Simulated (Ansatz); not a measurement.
BaTaO3 (Pm-3m, No. 221, 5 atoms in the cell; start mp-754678) was calculated with LDA in Ansatz (PAW).

Run with plane-wave cutoff 520 eV, 14×14×14 k mesh, Fermi–Dirac smearing 0.05 eV, scalar-relativistic PAW data made under PBE.

Cell (relaxed at this level):

```
BaTaO3
1.0
    4.03812     0.00000     0.00000
    0.00000     4.03812     0.00000
    0.00000     0.00000     4.03812
Ba Ta O
1 1 3
Direct
  0.00000   0.00000   0.00000
  0.50000   0.50000   0.50000
  0.00000   0.50000   0.50000
  0.50000   0.00000   0.50000
  0.50000   0.50000   0.00000
```

**Question.** Give the computed bulk modulus.

**Answer.** 
- bulk modulus = 211 GPa

The run finds no gap.

Note: the bulk modulus is −V dP/dV from two relaxed cells at ±2 % in volume; the relaxation could not lower the start's symmetry, so the cell can be a saddle point above a distorted one.

Spin–orbit coupling is not included; it can open a gap where bands touch, and shift volumes and moduli.

Static lattice: no zero-point or thermal effects.

It cost around 2.8 core-minutes (rough) of CPU time.

A start named mp-… is a Materials Project structure, which need not be a measured phase.

Ansatz is a first-principles code.
